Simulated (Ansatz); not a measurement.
Data:

End structure of the (21-32) surface of hcp Y in its 1x1 cell, outermost plane spacing 0.37 Å in the ideal cut (one of several cuts of this face):

```xyz
20
Lattice="6.7523 0.0000 0.0000 2.7897 8.8288 0.0000 0.0000 0.0000 26.5000" Properties=species:S:1:pos:R:3 pbc="T T T"
Y      2.2592     6.5666     8.3223
Y      2.2880    -0.1026     8.6076
Y      5.6415     0.9205     9.3202
Y      1.2939     3.4842     9.6527
Y      4.6187     4.4297    10.1877
Y      6.9408     6.9413    10.8576
Y      3.5535     7.6702    11.4145
Y      3.1689     1.4252    11.7257
Y      6.5197     2.2275    12.4634
Y      2.2190     4.7567    12.8054
Y      5.5240     5.5377    13.6946
Y      7.9757     8.0668    14.0366
Y      1.7844     0.0404    14.7743
Y      4.1895     2.6242    15.0855
Y      7.5546     3.3530    15.6424
Y      3.1243     5.8646    16.3123
Y      6.4491     6.8101    16.8473
Y      6.0642     0.5451    17.1798
Y      2.6654     1.5682    17.8924
Y      5.4838     3.7278    18.1777
```

Model: 20-atom slab, 10.3 Å thick at the start (thin: gaps and levels are the slab's own), 6x5x1 mesh, Fermi-Dirac 0.1 eV, dipole correction, single point; on the structure that PBE left under its start's symmetry; no spin, no spin-orbit, no U.

Task: Estimate the surface energy (mean of both faces) that r2SCAN, at the PBE geometry (Ansatz, a quantum-chemistry and plane-wave program) returns for this input.

Result: 1.16 J/m²

Task: Predict the work function of the top face from r2SCAN, at the PBE geometry.

Result: 3.01 eV
